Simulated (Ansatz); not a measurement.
## NH2 on the (0001) surface of wurtzite GaN (2x2 Ga adatom at T4; a constructed slab, bottom: 3 H on 4 bottom sites), one in a cell of 36 Å², started at the site 'over Ga at depth 1.7 Å #2'

Host crystal: wurtzite GaN, with a band gap (PBE, scalar-relativistic without spin-orbit coupling).

All values below come from PBE (plane waves to 420 eV, PAW; Ansatz, a program for electronic structure).

Model: 47-atom slab, 13.9 Å thick at the start with caps and adatoms under the adsorbate (thin: gaps and levels are the slab's own), 4x4x1 mesh, Fermi-Dirac 0.01 eV, dipole correction, 23 atoms held, the rest relaxed; no symmetry held; spin-polarised, ending with about 0.9 μB a cell, a value that depends on the mesh; orders that need a larger cell were not tried, no spin-orbit, no U, no dispersion correction. The slab shows no gap over 0.04 eV on its mesh. At the end it is bonded to 2 Ga. In PBE it is, or lies within 0.03 eV of, the lowest of the starts that converged.

```yaml
energy of the end state, in which the adsorbate broke or entered a bond of the host, against NH3(g) − ½ H2(g): -16.4 kcal/mol
change_of_the_step_from_the_bottom_to_the_top_vacuum_level_against_the_clean_slab: -1.21 eV
energy_released_by_relaxation: 3.06 eV
height of the binding atom over the mean of the host atoms within 0.3 Å of the top one: 0.041 Å
largest_move_of_a_host_atom: 0.49 Å
caution: the clean host was not checked against rearrangement in a larger or rattled cell
```

A negative adsorption energy means that the adsorbate is more stable on the surface than in its reference.
